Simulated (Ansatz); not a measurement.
This Ansatz (a program for electronic structure) input is the reference run, CdF₂ in the fluorite structure (space group Fm-3m, No. 225), computed with Ansatz, PBEsol, PAW, cutoff 420 eV, no spin-orbit coupling:

Ansatz 0.2 input:
```yaml
crystal:
  lattice:
    - [0, 2.691977674, 2.691977674]
    - [2.691977674, 0, 2.691977674]
    - [2.691977674, 2.691977674, 0]
  atoms:
    - { symbol: Cd, position: [0, 0, 0] }
    - { symbol: F, position: [0.25, 0.25, 0.25] }
    - { symbol: F, position: [0.75, 0.75, 0.75] }
basis: { ecutwfc: 420, ecutrho_ratio: 4, xc_grid: 2, fft_grid_basis: typed }
kpoints: { mp_grid: { grid: [11, 11, 11] } }
hamiltonian:
  xc: pbesol
  dispersion: none
  pseudopotentials: { kind: paw }
scf: { occupations: { method: fermi_dirac, width: 0.05 }, convergence: { dr2_threshold: 0.0000000003 } }
output: { forces: true, stress: true }
checkpoint: { write: state.ck, write_every: 1000 }
```

### Question
Write the input for this change: the cell is compressed by 1.00 % along z with no lateral relaxation; the atoms relax in the strained cell.

### Answer
Ansatz 0.2 input:
```yaml
crystal:
  lattice:
    - [0, 2.691977674, 2.6650578973]
    - [2.691977674, 0, 2.6650578973]
    - [2.691977674, 2.691977674, 0]
  atoms:
    - { symbol: Cd, position: [0, 0, 0] }
    - { symbol: F, position: [0.25, 0.25, 0.25] }
    - { symbol: F, position: [0.75, 0.75, 0.75] }
basis: { ecutwfc: 420, ecutrho_ratio: 4, xc_grid: 2, fft_grid_basis: typed }
kpoints: { mp_grid: { grid: [11, 11, 11] } }
hamiltonian:
  xc: pbesol
  dispersion: none
  pseudopotentials: { kind: paw }
scf: { occupations: { method: fermi_dirac, width: 0.05 }, convergence: { dr2_threshold: 0.0000000003 } }
relax: { f_tol: 0.005, max_steps: 50 }
output: { forces: true, stress: true }
checkpoint: { write: state.ck, write_every: 1000 }
```
This is the input that was run.

Whether these cells are dynamically stable was not tested.
